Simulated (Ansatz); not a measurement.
**Response to strain in ZrSeO**

Start from ZrSeO (space group P4/nmm, No. 129; a = 3.647 Å, c = 6.588 Å; a cell from a computed database, its experimental status unchecked). Axes: x, y, z lie along a, b, c of the conventional cell.

Strains are applied to the cell and any free atomic positions relax; under biaxial strain the out-of-plane vector relaxes too.

Level of theory: plane-wave PAW DFT at the PBEsol level (Ansatz, an electronic-structure program, 420 eV), no SOC.

Notes on the quantities. pressure: mean of the normal stresses, compression positive.

| case | out-of-plane strain | pressure | band gap |
|---|---|---|---|
| base | – | 0.00 GPa | 0.42 eV |
| biaxial strain −1.84 %, plane normal [001], relaxed out of plane | +1.82 % | 3.92 GPa | 0.31 eV |
| biaxial strain +1.14 %, plane normal [001], relaxed out of plane | -0.96 % | -2.23 GPa | 0.50 eV |
| biaxial strain +4.37 %, plane normal [001], relaxed out of plane | -3.42 % | -7.47 GPa | 0.72 eV |

Stability against distortions was not tested.
